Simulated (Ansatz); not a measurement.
A computed series for AlRu: pressure series

The reference is AlRu in the CsCl type structure (space group Pm-3m, No. 221).

```
AlRu
1.0
    3.00370     0.00000     0.00000
    0.00000     3.00370     0.00000
    0.00000     0.00000     3.00370
Al Ru
1 1
Direct
  0.00000   0.00000   0.00000
  0.50000   0.50000   0.50000
```

Cell and atoms are relaxed at each pressure.

Calculations: PBE (Ansatz, an electronic-structure program, PAW, no spin-orbit coupling).

Notes on the quantities. enthalpy: H = E + PV relative to the base's energy.

| change | density | enthalpy |
|---|---|---|
| base | 7.85 g/cm³ | – |
| pressure −2 GPa | ? | -0.17 eV/atom |
| pressure −1 GPa | 7.81 g/cm³ | -0.08 eV/atom |
| pressure 0.3 GPa | 7.86 g/cm³ | +0.03 eV/atom |
| pressure 0.7 GPa | 7.87 g/cm³ | +0.06 eV/atom |
| pressure 1.5 GPa | ? | +0.13 eV/atom |
| pressure 3 GPa | 7.96 g/cm³ | +0.25 eV/atom |
| pressure 5 GPa | ? | +0.42 eV/atom |
| pressure 7.5 GPa | 8.12 g/cm³ | +0.62 eV/atom |
| pressure 10 GPa | 8.20 g/cm³ | +0.83 eV/atom |

Problem. Complete the table.

Solution. 
- pressure −2 GPa, density: 7.77 g/cm³
- pressure 1.5 GPa, density: 7.90 g/cm³
- pressure 5 GPa, density: 8.03 g/cm³

Load acts through the strain it causes; cell and atoms are relaxed under it. Stability against distortions was not tested. No other phases were tried under pressure. The final runs are not spin-polarised.
